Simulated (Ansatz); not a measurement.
Here is the system:

```xyz
2
Lattice="0.0000 2.8333 2.8333 2.8333 0.0000 2.8333 2.8333 2.8333 0.0000" Properties=species:S:1:pos:R:3 pbc="T T T"
As     4.2500     4.2500     4.2500
Ga     0.0000     0.0000     0.0000
```

No spin polarisation.

Level of theory: DFT with r2SCAN, PAW potentials and a 500 eV plane-wave cutoff in Ansatz (an electronic-structure program), scalar-relativistic without spin-orbit coupling. Γ-centred 10×10×10 mesh, Fermi–Dirac width 0.05 eV.

### Question
What is the computed gap character?

### Answer
Direct at Γ.

### Question
Estimate the hole mass (degenerate bands, along [100]).

### Answer
0.050, 0.34, 0.34 mₑ (at Γ).

Masses are band curvatures over ±0.01 Å⁻¹ around the edge. Stability against distortions was not tested. The cell was made from GaN by this change: N → As.
